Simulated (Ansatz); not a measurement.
# Functionals side by side, with their cost (level): MgO (Fm-3m, 2 atoms in the cell)

```yaml
crystal:
  lattice:
    - [0.00000, 2.11084, 2.11084]
    - [2.11084, 0.00000, 2.11084]
    - [2.11084, 2.11084, 0.00000]
  atoms:
    - { symbol: Mg, position: [0.00000, 0.00000, 0.00000] }
    - { symbol: O, position: [0.50000, 0.50000, 0.50000] }
```

Program: Ansatz (an electronic-structure program), PAW files made with PBE; each row names its functional.

Base settings: basis.ecutwfc = 30.9 Ry; kpoints.mp_grid.grid = 9 9 9; hamiltonian.xc = hse06; hamiltonian.pseudopotentials = {kind: paw} (the program's default PAW files); scf.occupations.method = fixed.

Differences are taken from HSE06, a reference of convenience: it is no measurement, and no ranking of the functionals follows.

Core times come from one kind of shared machine and are given to one figure; runs under 30 s give none.

The starting cell comes from a database of computed structures (which also holds hypothetical and non-ambient phases and stackings), without a prior relaxation at this level. Its lattice was rescaled by a random factor within 2.5 % of one. Ansatz's pressure includes its estimate of the finite-basis (Pulay) stress.

| level | gap on the mesh less reference (eV) | pressure less reference (GPa) | core time / reference (rough) |
|---|---|---|---|
| PBE | -1.733 | 5.91 | – |
| PBE0 | 0.737 | 0.10 | 0.7 |
| HSE06 | 0.000 | 0.00 | 1 |

Keys are those of Ansatz 0.2.
